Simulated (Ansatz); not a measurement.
**hypothetical R-3 C with two functionals**

Take C (space group R-3, No. 148; a = 6.357 Å, c = 3.873 Å (hexagonal axes); a hypothetical phase, not in the database extracts checked) as the base.

(Cell as relaxed with PBE.)

Levels (all Ansatz, a quantum-chemistry and plane-wave program, PAW): PBE (420 eV, spin-orbit coupling left out); PBEsol (420 eV, no SOC).

Each level relaxes its own structure.

```tsv
quantity	PBE	PBEsol
volume per atom	5.65 Å³	5.54 Å³
lattice parameter a	6.357 Å	6.318 Å
lattice parameter c	3.873 Å	3.846 Å
band gap	3.43 eV	3.33 eV
gap character	indirect, T → L	indirect, T → L
```

PBE's volume per atom lies 0.11 Å³ above PBEsol's (1.9 %); PBE's lattice parameter a lies 0.039 Å above PBEsol's (0.6 %); PBE's lattice parameter c lies 0.027 Å above PBEsol's (0.7 %); PBE's band gap lies 0.10 eV above PBEsol's; the two agree on the gap character. Neither level is exact; PBEsol is the comparison here, not a measurement.

No phonon test of stability was made.
